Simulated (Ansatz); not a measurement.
# Effect of pressure −2 GPa on Cr

The reference is Cr in the bcc (W type) structure (space group Im-3m, No. 229; a = 2.848 Å; non-magnetic).

Now apply this change: hydrostatic tension (pressure −2 GPa).

All numbers come from PBE, PAW, 420 eV (Ansatz, a first-principles code; scalar-relativistic without spin-orbit coupling), earlier PAW set. Settings: 23×23×23 k-points, 0.05 eV Fermi–Dirac smearing.

The volume per atom grows by 0.09 Å³, from 11.55 Å³ to 11.64 Å³ and the lattice parameter a increases by 0.0075 Å (2.848 Å → 2.855 Å). The shortest interatomic distance goes up by 0.007 Å to 2.473 Å and the enthalpy H = E + PV relative to the base's energy is -0.14 eV/atom. The band gap remains zero.

Final structure:

```yaml
crystal:
  lattice:
    - [-1.42770, 1.42770, 1.42770]
    - [1.42770, -1.42770, 1.42770]
    - [1.42770, 1.42770, -1.42770]
  atoms:
    - { symbol: Cr, position: [0.00000, 0.00000, 0.00000] }
```

Load acts through the strain it causes; cell and atoms are relaxed under it. Whether these cells are dynamically stable was not tested. Starting moments died away, wholly or in part, for the base; another magnetic solution may exist. The final runs are not spin-polarised. Real Cr is antiferromagnetic at low temperature and ambient pressure, an order that this cell doesn't hold.
